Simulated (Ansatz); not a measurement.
An Ansatz (an electronic-structure program) input (Ansatz, LDA, PAW, cutoff 420 eV, no spin-orbit coupling):

Ansatz 0.2 input:
```yaml
crystal:
  lattice:
    - [2.675532437, 0, 0]
    - [0, 2.675532437, 0]
    - [1.3377662185, -1.3377662185, 1.9351028253]
  atoms:
    - { symbol: Pd, position: [0, 0, 0] }
basis: { ecutwfc: 420, ecutrho_ratio: 4, xc_grid: 2, fft_grid_basis: typed }
kpoints: { mp_grid: { grid: [29, 29, 29] } }
hamiltonian:
  xc: lda
  dispersion: none
  pseudopotentials: { kind: paw }
scf: { occupations: { method: fermi_dirac, width: 0.1 } }
relax: { f_tol: 0.005, max_steps: 50, cell: { stress_tol: 0.01, fix: [a, b, gamma] } }
output: { forces: true, stress: true }
checkpoint: { write: state.ck, write_every: 1000 }
```

Task: Which symmetry and how many k-points will the program report, and about how many plane waves at Γ?

Result: Space group I4/mmm (ITA 139) with 16 operations, k-points 1800 of 24389, and 275 plane waves at Γ.

Task: And the final pressure?

Result: 2.05 GPa (compression positive).

The cells carry an imposed strain or load. Whether these cells are dynamically stable was not tested. The final runs are not spin-polarised. The cell was made from Pd in the fcc (Cu type) structure (space group Fm-3m, No. 225) by this change: biaxial strain −1.50 %, plane normal [001], relaxed out of plane.
